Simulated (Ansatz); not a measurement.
How the smallest direct gap on the k points sampled of CaAlO₂F (model structure, started from the SrVO2H type, P4/mmm, No. 123, 5 atoms in the cell) moves with the method

No measured value is used here.

```json
[
 {"level (code)": "LDA (Ansatz)", "value (eV)": "4.03"},
 {"level (code)": "PBEsol (Ansatz)", "value (eV)": "4.11"},
 {"level (code)": "r²SCAN (Ansatz)", "value (eV)": "4.82"},
 {"level (code)": "HSE06 (Ansatz)", "value (eV)": "6.10"},
 {"level (code)": "G0W0@PBEsol (Ansatz)", "value (eV)": "___"}
]
```

**Question.** Fill in the missing entries.

**Answer.** 
- G0W0@PBEsol (Ansatz, a first-principles code), value (eV): 7.53

At these levels the smallest gap is indirect and lower: LDA 3.29, PBEsol 3.38, r²SCAN 4.10, HSE06 5.26, G0W0@PBEsol 6.48 eV. Computed values are for a static lattice.  Values are at the PBEsol cell. Cutoffs and k meshes differ between the levels. Ansatz's density-functional and Hartree–Fock values are scalar-relativistic unless marked +SOC, with PAW data made under PBE.

A model structure was made by putting elements into a prototype or built by hand; it is no filed structure, need not be a known phase, and can be a saddle point held by its symmetry.
